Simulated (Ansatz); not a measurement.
Start from AlRu in the CsCl type structure (space group Pm-3m, No. 221; a = 2.983 Å; relaxed with 0.1 eV smearing).

Computed with Kohn–Sham DFT with the r2SCAN functional, run in Ansatz (a first-principles code) with PAW and 500 eV plane waves, without spin-orbit coupling.

Before the change:

| Property | Value |
|---|---|
| Pressure | 0.0 GPa |

Now apply this change: the cell is scaled by 0.9850 in all directions; the atoms relax in the strained cell.

Q: What happens to the pressure?

A: The pressure goes from zero to 11.0 GPa.

Q: Estimate the effect on the energy relative to the base.

A: The energy rises by 19 meV/atom.

Stability against distortions was not tested. The final runs are not spin-polarised.
